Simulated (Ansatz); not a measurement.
W interstitial in alpha quartz, relaxed from two starting moments at each charge below.

All values below come from PBE, PAW (plane waves to 420 eV; Ansatz, a quantum-chemistry and plane-wave program). Set-up: 72-site cell; 2×2×2 Γ-centred k-points; start: void with 6O2Si nearest; host gap 5.68 eV; charged states image-corrected; no spin–orbit coupling; corrections pass 1 eV, so highly charged states may be off by several tenths; relaxed from one start, so a lower configuration may exist; flagged in the runs: a doubtful potential alignment, a host whose relaxation on this sampling wasn't shown to rest, a strain field that reaches the edge of the cell.

At charge +1 the runs end with 1.0 and 3.0 μB. The state with 3.0 μB lies 0.25 eV below the one with 1.0 μB.
